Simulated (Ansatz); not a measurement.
The starting structures come from a database of crystals and need not be the phases stable at ambient conditions.

 Where the default PAW files enter, the runs use the earlier of Ansatz's two default sets.

Inside the gap of an insulator the Bloch states are evanescent, with a wavenumber k + iκ along the transport direction.

Input:

```
CELL_PARAMETERS angstrom
      3.60979     0.00000     0.00000
      0.00000     8.90041    -0.02134
      0.00000     0.63542     5.04552
ATOMIC_POSITIONS crystal
  Zr 0.25000 0.34363 0.28342
  Zr 0.75000 0.65637 0.71658
  S  0.25000 0.83580 0.87893
  S  0.75000 0.16420 0.12107
  S  0.75000 0.55577 0.23769
  S  0.25000 0.44423 0.76231
  S  0.75000 0.16936 0.52976
  S  0.25000 0.83064 0.47024
```

Space group of this cell: P2_1/m. The cell was relaxed by PBE-D3(BJ); by r2SCAN its mean pressure is 2.5 GPa.

Transport runs along the normal of the first two printed cell vectors.

The gap is the functional's own, uncorrected, and κ follows it; spin-orbit coupling is left out. Mid-gap values are interpolated between the computed energies.

### Question
Estimate the band gap and the smallest decay constant κ at mid-gap that Ansatz (an electronic-structure program) with r2SCAN returns for this system.

### Answer
Gap 1.38 eV on a 8×4×6 mesh; κ = 0.188 1/Å, at (0.250, 0.250) of the in-plane reciprocal vectors. At the zone centre, at the nearest computed energy, the slowest state has κ = 0.21 1/Å.
